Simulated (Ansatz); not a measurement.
A self-consistent single point of SrFe3 (I4/mmm, 4 atoms in the cell) with Ansatz (a first-principles code).

Method of the run: PBE (plane waves, PAW; Ansatz).

The change in words: opposed starting moments (4 4 -4 0 μB). Reference geometry:
```yaml
crystal:
  lattice:
    - [-2.15249, 2.15249, 4.79455]
    - [2.15249, -2.15249, 4.79455]
    - [2.15249, 2.15249, -4.79455]
  atoms:
    - { symbol: Fe, position: [0.50000, 0.50000, 0.00000], spin: 4.0 }
    - { symbol: Fe, position: [0.75000, 0.25000, 0.50000], spin: 4.0 }
    - { symbol: Fe, position: [0.25000, 0.75000, 0.50000], spin: 4.0 }
    - { symbol: Sr, position: [0.00000, 0.00000, 0.00000] }
```
(The spins are starting values, not results.)

Reference input (self-consistent single point, DFT, PBE, plane waves, default PAW files): basis.ecutwfc = 420 eV; kpoints.mp_grid.grid = 8 8 8; hamiltonian.xc = pbe; hamiltonian.pseudopotentials = {kind: paw} (the program's default PAW files); magnetization.spin_polarized = true; scf.occupations.method = fermi_dirac; scf.occupations.width = 0.1 eV. This run's input differs from it in these lines:

```diff
@@ -9,3 +9,3 @@
     - { symbol: Fe, position_ang: [-0.000000, 2.152491, 2.397276], spin: 4.0 }
-    - { symbol: Fe, position_ang: [2.152491, 0.000000, 2.397276], spin: 4.0 }
+    - { symbol: Fe, position_ang: [2.152491, 0.000000, 2.397276], spin: -4.0 }
     - { symbol: Sr, position_ang: [0.000000, 0.000000, 0.000000] }
```

The program printed (abridged):

```
SCF iter   1: F=—  HF=-16981.860885 eV  |F-HF|=—  |Δ(HF+E_count)|=         —  Δρ=6.17e-2 (↑6.17e-2 ↓4.23e-2)  dr2=6.90e0  dr2_m=8.99e-1  M=2.776 μB ∫|m|=10.679 μB  β_m=0.30  ethr=3.10e-3  ⟨swp⟩=8.0  Hψ=24121  notcnv=0  defer=19
Mixer restart at iter 1: flushing history
all-band conjugate gradients solve this SCF's bands
preconditioner: auto → Kerker (q_TF=auto, 2.541 Å⁻¹)
   [... lines left out ...]
SCF iter  18: F=—  HF=-16980.900033 eV  |F-HF|=—  |Δ(HF+E_count)|=   3.61e-9  Δρ=3.85e-6 (↑1.22e-6 ↓3.85e-6)  dr2=1.44e-8  dr2_m=3.32e-9  M=2.577 μB ∫|m|=9.576 μB  β_m=0.96  ethr=8.56e-11  ⟨swp⟩=2.0  Hψ=6550  notcnv=0  defer=174
SCF iter  19: F=-16980.900033 eV  HF=-16980.900033 eV  |F-HF|=4.11e-8  |Δ(HF+E_count)|=   4.41e-9  Δρ=4.28e-6 (↑3.36e-6 ↓4.28e-6)  dr2=4.25e-8  dr2_m=4.23e-9  M=2.577 μB ∫|m|=9.576 μB  ethr=2.48e-11  ⟨swp⟩=8.7  Hψ=16975  notcnv=0
SCF 1 converged in 19 iterations: F = -16980.900033 eV  dr2 = 4.25e-8
WARN: an SCF from ferromagnetic starting moments (4.00, 4.00, 4.00, 0.00 Bohr magnetons, atom by atom) was not made, by what the run has read of turns of its …
Magnetization: 2.5774 μB (30.2887 up, 27.7113 down)
   [... lines left out ...]
Absolute magnetization: 9.5755 μB (∫|ρ↑−ρ↓|, with the PAW one-centre terms)
Free energy (F): -16980.900033 eV
Fermi energy:    9.764401 eV
   [... lines left out ...]
  atom   1  Fe     0.00000000     0.00000000    -0.00000000
   [... zero for the other atoms too ...]
--- Stress (GPa, compression-positive) ---
       -6.725298       0.000000      -0.000000
        0.000000      -6.725298       0.000000
       -0.000000       0.000000     -10.414975
  P = ⅓ Tr σ = -7.9552 GPa (-79.552 kbar)
  The stress holds the Pulay correction. Without it, at fixed plane waves, as pw.x and ABINIT print it: P = -7.9904 GPa
```

The run converged in 19 iterations. Against the reference run the free energy goes up by 106 meV/atom, the pressure goes from -9.43 to -7.96 GPa and the size of the net moment goes from 2.10 to 0.64 μB/atom.

The starting cell was generated: these elements placed on a structure prototype, without a prior relaxation; it need not be a known phase or ordering of this composition. The magnetic order is the one reached from the typed start; others were not searched systematically. The program warned that, by what it read of turns of the moments, another magnetic order lies lower. With a pressure of about -8 GPa the cell is away from its equilibrium volume at this level. Ansatz's pressure includes its estimate of the finite-basis (Pulay) stress.

Cost on one core of a shared machine: roughly 2 min.

Keys are those of Ansatz 0.2.
